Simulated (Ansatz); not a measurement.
# Response to strain in GaSb

Consider GaSb in the zinc blende structure (space group F-43m, No. 216; a = 6.213 Å).

Strains are applied to the cell and any free atomic positions relax.

Computed with plane-wave PAW DFT at the PBE level (Ansatz, a first-principles code, 420 eV), spin-orbit coupling left out.

Candidates:
(a) isotropic strain +2.50 %
(b) isotropic strain +2.00 %
(c) isotropic strain −3.00 %
(d) isotropic strain −0.50 %
(e) isotropic strain −2.50 %

Notes on the quantities. energy relative to the base: free energy F.

Order them by energy relative to the base, lowest first.

(d) isotropic strain −0.50 % (+1.0 meV/atom), (b) isotropic strain +2.00 % (+14 meV/atom), (a) isotropic strain +2.50 % (+21 meV/atom), (e) isotropic strain −2.50 % (+26 meV/atom), (c) isotropic strain −3.00 % (+38 meV/atom)

Whether these cells are dynamically stable was not tested. All final runs are without spin polarisation.
